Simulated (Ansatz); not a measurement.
Li on the 1x1 (110) surface of 3C silicon carbide (cut with top plane C + Si), one in a 2x2 cell, started at the site 'top Si'

Host crystal: 3C silicon carbide, with a band gap (PBE, scalar-relativistic without spin-orbit coupling).

The numbers are results of PBE (plane waves to 420 eV, PAW; Ansatz, an electronic-structure program), not measurements.

Set-up: 49 atoms, 7.7 Å thick at the start under the adsorbate (thin: gaps and levels are the slab's own); mesh 3x3x1; 0.01 eV smearing; dipole correction on; 24 atoms held, the rest relaxed; start symmetry kept, larger cells not searched; spin-polarised, no spin-orbit, no U, no dispersion correction. The slab shows no gap over 0.04 eV on its mesh. The starting moment vanished. At the end it is bonded to 2 C + Si. In PBE it is, or lies within 0.03 eV of, the lowest of the starts that converged.

```
Item                                                                                                                                              Value
--------------------------------------------------------------------------------------  ---------------------------------------------------------------
adsorption energy against an atom of bcc Li                                                                                                    -1.19 eV
change of the step from the bottom to the top vacuum level, against the clean slab                                                             -1.87 eV
energy released by relaxation                                                                                                                   1.38 eV
height of the binding atom over the mean of the host atoms within 0.3 Å of the top one                                                          1.212 Å
nearest host atoms of the binding atom                                                                           C at 2.16 Å, C at 2.16 Å, Si at 2.48 Å
largest move of a host atom                                                                                                                      0.09 Å
note                                                                                    in the relaxation the adsorbate left its starting site by 1.9 Å
cost                                                                                                                       very roughly 40 core-minutes
```

A negative adsorption energy means that the adsorbate is more stable on the surface than in its reference.
